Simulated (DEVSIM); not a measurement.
System: In0.53Ga0.47As p-i-n diode, at 400 K.

| layer (left to right) | material | thickness (μm) | Nd (cm⁻³) | Na (cm⁻³) | τn (s) | τp (s) |
|---|---|---|---|---|---|---|
| 1 | In0.53Ga0.47As | 0.440 | - | 3.8e17 | 9.4e-10 | 9.4e-10 |
| 2 | In0.53Ga0.47As | 1.60 | 9.8e12 | - | 9.4e-10 | 9.4e-10 |
| 3 | In0.53Ga0.47As | 2.00 | 1.1e17 | - | 9.4e-10 | 9.4e-10 |

Left contact: ohmic. Right contact: ohmic. Voltage is applied to the left contact. Recombination: SRH at mid-gap. Mobility is constant in doping.

The device is made up for the run: typed textbook-type constants, with dimensions and the other settings drawn at random. Values at 300 K; Nc and Nv go as T^1.5, mobilities as T to minus their exponent, the gap by Varshni's rule with the affinity fixed.

```
parameter         In0.53Ga0.47As
----------------  --------------
gap (eV)                    0.74
affinity (eV)               4.51
permittivity                13.9
Nc (cm⁻³)                 2.1e17
Nv (cm⁻³)                 7.7e18
μn (cm²/Vs)                12000
μp (cm²/Vs)                  300
T exponent of μn             1.6
T exponent of μp             1.6
Varshni α (eV/K)         0.00035
Varshni β (K)                190
```

Simulated with DEVSIM: 1D drift-diffusion, Boltzmann statistics, complete ionisation; no tunnelling, impact ionisation, image-force lowering or self-heating.

### Question
Tabulate band edges, carrier densities and field at zero bias.

### Answer
Energies count from the Fermi level of the right contact; mesh points crowd at the junctions.

| x (μm) | Ec (eV) | Ev (eV) | n (cm⁻³) | p (cm⁻³) | field (V/cm) |
|---|---|---|---|---|---|
| 0.000 | 0.591 | -0.119 | 1.2e10 | 3.8e17 | ≈ 0 |
| 0.03091 | 0.591 | -0.119 | 1.2e10 | 3.8e17 | ≈ 0 |
| 0.09712 | 0.591 | -0.119 | 1.2e10 | 3.8e17 | ≈ 0 |
| 0.2455 | 0.591 | -0.119 | 1.2e10 | 3.8e17 | ≈ 0 |
| 0.3868 | 0.591 | -0.119 | 1.2e10 | 3.8e17 | -90 |
| 0.4296 | 0.579 | -0.130 | 1.6e10 | 2.7e17 | -13000 |
| 0.4551 | 0.516 | -0.194 | 1.0e11 | 4.3e16 | -20000 |
| 0.5407 | 0.430 | -0.279 | 1.2e12 | 3.6e15 | -5700 |
| 0.7033 | 0.371 | -0.338 | 6.8e12 | 6.5e14 | -2500 |
| 1.077 | 0.311 | -0.399 | 4.0e13 | 1.1e14 | -1200 |
| 1.609 | 0.248 | -0.462 | 2.5e14 | 1.8e13 | -1500 |
| 1.920 | 0.172 | -0.537 | 2.2e15 | 2.0e12 | -4400 |
| 2.002 | 0.121 | -0.588 | 9.7e15 | 4.6e11 | -9300 |
| 2.037 | 0.076 | -0.633 | 3.6e16 | 1.2e11 | -18000 |
| 2.082 | 0.040 | -0.670 | 1.0e17 | 4.3e10 | -1700 |
| 2.175 | 0.037 | -0.672 | 1.1e17 | 4.0e10 | ≈ 0 |
| 2.385 | 0.037 | -0.672 | 1.1e17 | 4.0e10 | ≈ 0 |
| 2.867 | 0.037 | -0.672 | 1.1e17 | 4.0e10 | ≈ 0 |
| 3.655 | 0.037 | -0.672 | 1.1e17 | 4.0e10 | ≈ 0 |
| 3.887 | 0.037 | -0.672 | 1.1e17 | 4.0e10 | ≈ 0 |
| 3.991 | 0.037 | -0.672 | 1.1e17 | 4.0e10 | ≈ 0 |
| 4.040 | 0.037 | -0.672 | 1.1e17 | 4.0e10 | ≈ 0 |
